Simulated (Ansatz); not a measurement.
Input and output of a relaxation of cell and atoms for PbO (P1, 8 atoms in the cell) (Ansatz, a program for electronic structure).

Method of the run: PBEsol, PAW files made with PBE (plane waves; Ansatz).

```
PbO
1.0
    5.79079     0.00000     0.00000
    0.00000     5.95512     0.00000
    0.00000     0.00000     5.45170
Pb O
4 4
Direct
  0.48740   0.26743   0.75707
  0.51923   0.71735   0.25782
  0.01842   0.27367   0.24349
  0.96935   0.72986   0.74024
  0.11507   0.37564   0.87730
  0.88907   0.61646   0.35699
  0.38629   0.39548   0.37111
  0.61516   0.62411   0.87410
```

Reference input (self-consistent single point, DFT, PBEsol, plane waves, PAW files made with PBE): kpoints.mp_grid.grid = 3 3 3; hamiltonian.xc = pbesol; hamiltonian.pseudopotentials = {kind: paw} (the program's default PAW files); scf.occupations.method = fermi_dirac; scf.occupations.width = 0.01 eV. This run's input differs from it in these lines:

```diff
@@ -27,2 +27,4 @@
     width: 0.01
+relax:
+  cell: {}
 output:
```

The program printed (abridged):

```
   [... SCF lines of the steps left out ...]
relax step   1: F+E_penalty+E_count = -49269.99203466 eV  Δ(F+E_penalty+E_count) = +0.000e0 eV  max|allowed force component| = 1.369e0 eV/Å  Δτ_max = 0.0000 Å  P = -4.156 GPa  Ω = 188.001 Å³  (8 SCF iters, dr2 threshold 1.00e-7 eV, accepted)
relax step   2: F+E_penalty+E_count = -49270.25744400 eV  Δ(F+E_penalty+E_count) = -2.654e-1 eV  max|allowed force component| = 1.306e0 eV/Å  Δτ_max = 0.1633 Å  P = +3.265 GPa  Ω = 171.319 Å³  energy of the carried Pulay correction = +1.961e-2 eV  [...]
   [... lines left out ...]
relax step  14: F+E_penalty+E_count = -49270.55882873 eV  Δ(F+E_penalty+E_count) = -2.379e-3 eV  max|allowed force component| = 3.078e-3 eV/Å  Δτ_max = 0.0082 Å  P = -0.012 GPa  Ω = 156.544 Å³  energy of the carried Pulay correction = +1.634e-3 eV  [...]
relax step  15: F+E_penalty+E_count = -49270.55718818 eV  Δ(F+E_penalty+E_count) = +1.641e-3 eV  max|allowed force component| = 3.153e-3 eV/Å  Δτ_max = 0.0000 Å  P = -0.025 GPa  Ω = 156.544 Å³  stress off target by 3.96e-2 GPa  SCF on the basis [...]
basis re-selected at this cell: Δ(F+E_penalty+E_count) = +1.641e-3 eV, ΔP = -0.013 GPa vs the last step
Stability not checked: this state was not tested for a lower state beside it, because too few of the mixer's solves of this state at the end of the SCF gave a …
Free energy (F): -49270.557188 eV
Internal energy: -49270.557188 eV  (E = F + TS)
E sigma→0 (E₀):  -49270.557188 eV
Fermi energy:    9.275164 eV
--- Forces (eV/Å), atoms counted from 1 ---
  atom   1  Pb     0.00015803    -0.00287089     0.00018604
  atom   2  Pb    -0.00034278     0.00315316     0.00001710
   [... lines left out ...]
  cell:  # Å, volume = 156.5441 Å³
   [... lines left out ...]
    - { symbol: O, position: [0.09339568063580439, 0.36626175072995737, 0.8098199580174738] }
    - { symbol: O, position: [0.9066055284324567, 0.6337414781554879, 0.3097959495203861] }
    - { symbol: O, position: [0.40697314526641554, 0.3662886996994564, 0.30981409019352696] }
    - { symbol: O, position: [0.5930245561104188, 0.6337074088211894, 0.8098090585052605] }
```

The run converged.  The full log also holds: “iter 5 did not close the SCF: its close was put off for the readings that it lacked (scf_convergence_deferred on its scf_iter line)”. The full log also holds: “iter 5 did not close the SCF: its close was put off for the readings that it lacked (scf_convergence_deferred on its scf_iter line)”.

Summary of the result:
```
Property                                                                                                              Value
------------------------------------------------  -------------------------------------------------------------------------
Free energy E − TS (on the zero of these files)                                                              -49270.5572 eV
Top of the valence band (on the code's own zero)                                                                    8.06 eV
Gap on the k-point mesh                                                                                             2.44 eV
Pressure                                                                                                          -0.03 GPa
Largest force (vector length)                                                                                    0.003 eV/Å
Final cell                                        a = 5.564 Å, b = 5.967 Å, c = 4.715 Å, α = 90.00°, β = 90.00°, γ = 89.93°
Final volume per atom                                                                                              19.57 Å³
Relaxation steps                                                                                                         15
```

The starting cell comes from a database of computed structures (which also holds hypothetical and non-ambient phases and stackings), without a prior relaxation at this level. Its atoms were displaced at random from the sites of space group no. 29. Spin-orbit coupling is off. Ansatz's pressure includes its estimate of the finite-basis (Pulay) stress.

Cost on one core of a shared machine: roughly 2 min.

Keys are those of Ansatz 0.2.
